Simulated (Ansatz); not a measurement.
## PbS: pressure 5 GPa

Start from PbS in the rock salt structure (space group Fm-3m, No. 225; a = 5.903 Å).

Perturbation: a hydrostatic pressure of 5 GPa.

Level of theory: PBEsol in Ansatz (plane waves to 420 eV, PAW, no spin-orbit coupling). Γ-centred 14×14×14 mesh, Fermi–Dirac width 0.05 eV.

- Volume per atom = 23.93 Å³ (base 25.71 Å³)
- Shortest interatomic distance = 288.2 pm (base 295.2 pm)
- Enthalpy H = E + PV relative to the base's energy = +0.77 eV/atom
- Band gap = 0.11 eV (uncertain: the edges found look like a band crossing or inverted bands; the changed cell) (base 0.19 eV)

Cost of the whole job for the changed cell (relaxation, final SCF and bands): about 16 core-seconds (a rough figure).

Spin-orbit coupling, missing from the scalar runs, can matter with Pb. Load acts through the strain it causes; cell and atoms are relaxed under it. No phonon test of stability was made. No other phases were tried under pressure. The base started in Pnma and relaxed to Fm-3m at this level. The zero or small gap of PbS can change with the level of theory.

Ansatz is a program for electronic structure.
